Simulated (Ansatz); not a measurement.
Take BN (space group P6/mmm, No. 191; a = 4.5379 Å, c = 2.6220 Å; a hypothetical phase, not in the database extracts checked; made of chains) as the base.

The values are results of PBE/PAW in Ansatz (an electronic-structure program), spin-orbit coupling left out, not measurements.

Before the change:

```
Quantity                               Result
----------------------------  ---------------
Gap between the host's bands          3.51 eV
Gap character                 indirect, A → L
```

The change: 0.0468 electrons added to each cell, a density of 1.0×10^21 cm⁻³, with a uniform compensating background at fixed cell and a 300 K Fermi–Dirac width.

Q: What does the calculation give for the gap between the host's bands after the change?

A: The gap between the host's bands stays essentially unchanged (3.51 eV against 3.52 eV).

Q: Estimate the effect on the Fermi level from band edge.

A: The Fermi level relative to the doped band's edge (positive inside the band; to 0.05 eV) comes out as +0.15 eV.

Q: What happens to the gap character?

A: The gap character stays indirect, A → L.

Charged cell with a jellium background: band edges are those of the host's band count, energies are not comparable with the neutral cell, and many-body gap narrowing is missing. No phonon test of stability was made. The base started in P3_121 and relaxed to P6/mmm at this level. No dispersion term is included, though the crystal is made of layers, chains or molecules, so its spacings can come out too wide.
